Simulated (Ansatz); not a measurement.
Yb under a change: Yb → Hf

Base system: Yb in the fcc (Cu type) structure (space group Fm-3m, No. 225; a = 5.068 Å).

It is then changed as follows: every Yb is replaced by Hf, then cell and atoms are relaxed.

Level of theory: PBEsol in Ansatz (plane waves to 420 eV, PAW, scalar-relativistic without spin-orbit coupling). k-mesh 18×18×18 (Γ-centred); smearing 0.05 eV (Fermi–Dirac), for the changed cell.

| quantity | base | changed | shift |
|---|---|---|---|
| density | 8.83 g/cm³ | 13.74 g/cm³ | +4.91 g/cm³ |
| lattice parameter a | 5.068 Å | 4.419 Å | -0.6496 Å |
| space group | Fm-3m (No. 225) | Fm-3m (No. 225) | – |
| shortest interatomic distance | 3.584 Å | 3.124 Å | -0.4594 Å |
| band gap | zero | zero | – |

Final structure:

```
CELL_PARAMETERS angstrom
      0.00000     2.20927     2.20927
      2.20927     0.00000     2.20927
      2.20927     2.20927     0.00000
ATOMIC_POSITIONS crystal
  Hf 0.00000 0.00000 0.00000
```

Cost of the whole job for the changed cell (relaxation, final SCF and bands): roughly 24 core-seconds.

The state of the 4f shell was not checked for lower solutions. Stability against distortions was not tested. Starting moments died away, wholly or in part, for the base; another magnetic solution may exist. The final runs are not spin-polarised. This is not the structure that Hf has at room temperature and ambient pressure.

Ansatz is a program for electronic structure.
